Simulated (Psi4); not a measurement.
Psi4 1.11, PBE/def2-svp: Se(I)(OH) (O[Se]I), 4 atoms. The geometry is a generated start, not checked to be a minimum at this level.

```yaml
task: energy
method: pbe
basis: def2-svp
memory: 3 GB
maxiter: 100
keys_of_the_molecule_block: symmetry c1
scf_type: df (default)
e_convergence: 1e-06 (default)
d_convergence: 1e-06 (default)
dft_radial_points: 75 (default)
dft_spherical_points: 302 (default)
effective_core_potentials: those of the basis set, past Kr
basis_functions: 77
grid_points: 83941
```

```xyz
4

Se     0.4482     0.1616     0.9760
I      0.5916     2.1203    -0.5460
O     -0.0399    -1.1262    -0.1638
H     -0.9998    -1.1558    -0.2662
```

With the defaults (diis = true, scf_initial_accelerator = adiis, damping_percentage = 0, guess = auto, which took SAD, soscf = false, diis_max_vecs = 10) it converges in 10 SCF iterations. One run each on 2 threads, with these changes:
- damping_percentage = 20
- damping_percentage = 60
- soscf = true
- guess = core
- diis_max_vecs = 3
- guess = sapgau
- guess = sap
- guess = sadno
- diis = false, scf_initial_accelerator = none, damping_percentage = 60

Question: Name the settings that don't reach the solution of the defaults.

Answer: No convergence: diis = false, scf_initial_accelerator = none, damping_percentage = 60 (the run ends without SCF convergence in 100 iterations). The rest reach the solution of the defaults.

```
setting                                                                SCF iterations  JK calls             end
---------------------------------------------------------------------  --------------  --------  --------------
soscf = true                                                                        7        23   same solution
the defaults                                                                       10        11   same solution
guess = sadno                                                                      13        13   same solution
guess = sap                                                                        14        14   same solution
guess = core                                                                       15        15   same solution
guess = sapgau                                                                     17        17   same solution
diis_max_vecs = 3                                                                  21        22   same solution
damping_percentage = 20                                                            23        24   same solution
damping_percentage = 60                                                            75        76   same solution
diis = false, scf_initial_accelerator = none, damping_percentage = 60             100       101  no convergence
```

An SOSCF iteration holds several JK calls; a Hückel guess adds calls on atoms.
